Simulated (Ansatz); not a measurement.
# Effect of Cd on a Zn site, symmetric start on ZnSe

Take a 16-atom supercell of ZnSe in the zinc blende structure (space group F-43m, No. 216; a = 5.733 Å) at its relaxed geometry as the base.

Modification: a neutral Cd on a Zn site, symmetric start, atoms relaxed at fixed cell.

Method: PBE (Ansatz, a quantum-chemistry and plane-wave program; PAW; 420 eV plane waves; no SOC), earlier PAW set. k-mesh 4×4×4 (Γ-centred); smearing 0.01 eV (Fermi–Dirac).

```json
[
 {"quantity": "pressure", "base": "0.0 GPa", "changed": "1.8 GPa", "shift": "+1.8 GPa"},
 {"quantity": "energy gained by relaxation", "base": "–", "changed": "0.32 eV", "shift": "–"}
]
```

The magnetic state is the one reached from the starting moments; the real material's order can differ, and small cells can't hold many antiferromagnetic ones. In so small a cell the defect repeats every few ångströms: this is an ordered compound, not a dilute defect. The defect started on the symmetric site and kept its symmetry, so it may sit on a saddle. Starting moments died away, wholly or in part, for Cd on a Zn site; another magnetic solution may exist. The defect cell is spin-polarised and ends with 0.0 μB.
